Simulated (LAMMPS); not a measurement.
Quenches at 1e+12 K/s across the composition of Ni (fcc) with a share x of Ni sites Al; each row starts from its own melt temperature.

Computed with classical MD, pair style eam/alloy, file NiAlH_jea.eam.alloy; code LAMMPS.

```csv
x,density,state
0.1,8.10 g/cm³ (one sample),crystallised
0.25,7.06 g/cm³ (one sample),partly crystallised
0.5,5.41 g/cm³ (one sample),glass
0.75,3.79 g/cm³ (one sample),glass
```

Caution (rows 0.1; 0.25): the cell keeps the atom count and shape of the starting crystal, which eases freezing.
